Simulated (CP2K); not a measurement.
Worked example: self-consistent single point of SrCl2 (P1, 3 atoms in the cell) in CP2K.

Level of theory: LDA (Pade form), GPW, DZVP-MOLOPT-SR-GTH basis, GTH-PADE potentials (GTH_POTENTIALS) in CP2K.

```yaml
crystal:
  lattice:
    - [4.93560, 0.00000, 0.00000]
    - [2.46780, 4.27436, 0.00000]
    - [2.46780, 1.42479, 4.02991]
  atoms:
    - { symbol: Sr, position: [0.99730, 0.99108, 0.00238] }
    - { symbol: Cl, position: [0.24109, 0.25738, 0.24815] }
    - { symbol: Cl, position: [0.76162, 0.75154, 0.74947] }
```

Reference input (self-consistent single point, DFT PBE, GPW, DZVP-MOLOPT-SR-GTH basis, GTH-PBE potentials (GTH_POTENTIALS)): CUTOFF = 500 Ry; REL_CUTOFF = 60 Ry; SMEAR/METHOD = FERMI_DIRAC; ELECTRONIC_TEMPERATURE = 580.23 K; KPOINTS/SCHEME = MONKHORST-PACK 4 4 4; GAMMA_CENTERED = T; XC_FUNCTIONAL = PBE; Sr/BASIS_SET = DZVP-MOLOPT-SR-GTH; Sr/POTENTIAL = GTH-PBE-q10; Cl/BASIS_SET = DZVP-MOLOPT-SR-GTH; Cl/POTENTIAL = GTH-PBE-q7; METHOD = GPW. This run's input differs from it in these lines:

```diff
@@ -44,3 +44,3 @@
     &XC
-      &XC_FUNCTIONAL PBE
+      &XC_FUNCTIONAL PADE
       &END XC_FUNCTIONAL
@@ -76,3 +76,3 @@
       BASIS_SET DZVP-MOLOPT-SR-GTH
-      POTENTIAL GTH-PBE-q10
+      POTENTIAL GTH-PADE-q10
     &END KIND
@@ -80,3 +80,3 @@
       BASIS_SET DZVP-MOLOPT-SR-GTH
-      POTENTIAL GTH-PBE-q7
+      POTENTIAL GTH-PADE-q7
     &END KIND
```

Output (repeated stretches shortened):

```
 SCF WAVEFUNCTION OPTIMIZATION

  Step     Update method      Time    Convergence         Total energy    Change
     1 NoMix/Diag. 0.30E+00      -     1.87735812       -60.9756045007 -6.10E+01
     2 Broy./Diag. 0.30E+00      -     0.01297016       -60.4718611996  5.04E-01
     3 Broy./Diag. 0.30E+00      -     0.05111466       -60.7253381212 -2.53E-01
     4 Broy./Diag. 0.30E+00      -     0.00296610       -60.9975111957 -2.72E-01
     5 Broy./Diag. 0.30E+00      -     0.00265328       -60.9660256891  3.15E-02
     6 Broy./Diag. 0.30E+00      -     0.00129339       -60.9536359337  1.24E-02
   [... 4 lines left out ...]
    11 Broy./Diag. 0.30E+00      -     0.00004578       -60.9565361130 -8.92E-04
    12 Broy./Diag. 0.30E+00      -     0.00002161       -60.9568213911 -2.85E-04
    13 Broy./Diag. 0.30E+00      -     0.00000297       -60.9569385164 -1.17E-04
    14 Broy./Diag. 0.30E+00      -     0.00000091       -60.9569587653 -2.02E-05
  *** SCF run converged in    14 steps ***

  Overlap energy of the core charge distribution:               0.00000000000000
  Self energy of the core charge distribution:               -126.19728388095646
  Core Hamiltonian energy:                                     28.17167666510757
  Hartree energy:                                              47.14901996248886
  Exchange-correlation energy:                                -10.08037151195868
  Electronic entropic energy:                                  -0.00000000000000
  Fermi energy:                                                 0.16853807271365

  Total energy:                                               -60.95695876531870
  Total energy (extrapolated to T->0):                        -60.95695876531870

                     Mulliken Population Analysis

   [... lines left out ...]

 STRESS| Analytical stress tensor [bar]
 STRESS|                        x                   y                   z
 STRESS|      x       -2.34499954119E+04   3.23967631536E+03   2.59156927846E+03
 STRESS|      y        3.23967631536E+03  -2.19234946118E+04  -7.62401411661E+02
 STRESS|      z        2.59156927846E+03  -7.62401411661E+02  -2.37050507705E+04
 STRESS| 1/3 Trace                                            -2.30261802647E+04
```

The run converged in 14 iterations. Against the reference run the pressure goes from 1.47 to -2.30 GPa, the largest force goes from 0.285 to 0.250 eV/Å and the gap on the mesh goes from 5.265 to 4.826 eV.

The starting cell has typed, rounded lattice constants, without a prior relaxation at this level. Its atoms were displaced at random from the sites of space group no. 225. Values carry the incompleteness of an atom-centred basis.
